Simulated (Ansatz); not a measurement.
Start from ZnS (space group P4_2/mnm, No. 136; a = 6.518 Å, c = 3.808 Å; a hypothetical phase, not in the database extracts checked).

One thing is altered: a negative pressure, −1 GPa.

Levels (all Ansatz, a program for electronic structure, PAW): PBEsol (420 eV, spin-orbit coupling left out); HSE06 (420 eV, no spin-orbit coupling).

The geometry is relaxed with PBEsol.

- PBEsol band gap = 2.19 eV

Q: What does HSE06 give at this geometry for the band gap?

A: The band gap increases by 1.35 eV, from 2.19 eV to 3.54 eV.

Single points use the geometry relaxed with PBEsol. Load acts through the strain it causes; cell and atoms are relaxed under it. Stability against distortions was not tested.
